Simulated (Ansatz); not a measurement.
# How the smallest direct gap on the k points sampled of Ta2O5 (I4/mmm, No. 139, 7 atoms in the cell; start mp-1218001) moves with the method

No measured value is used here.

### Question
Put these levels in order of the smallest direct gap on the k points sampled that they give for Ta2O5 (I4/mmm, No. 139, 7 atoms in the cell; start mp-1218001), smallest first: HSE06+SOC (Ansatz, an electronic-structure program), PBEsol+SOC (Ansatz), r²SCAN (Ansatz), r²SCAN0 (Ansatz).

### Answer
PBEsol+SOC (1.57 eV), r²SCAN (2.13 eV), HSE06+SOC (3.06 eV), r²SCAN0 (4.19 eV)

Computed values are for a static lattice. Spin–orbit coupling is included only where a level's name says +SOC; with heavier elements it mostly lowers gaps and can invert bands.  Values are at the PBEsol cell. Cutoffs and k meshes differ between the levels. Ansatz's density-functional and Hartree–Fock values are scalar-relativistic unless marked +SOC, with PAW data made under PBE.

A start named mp-… is a Materials Project structure, which need not be a measured phase.
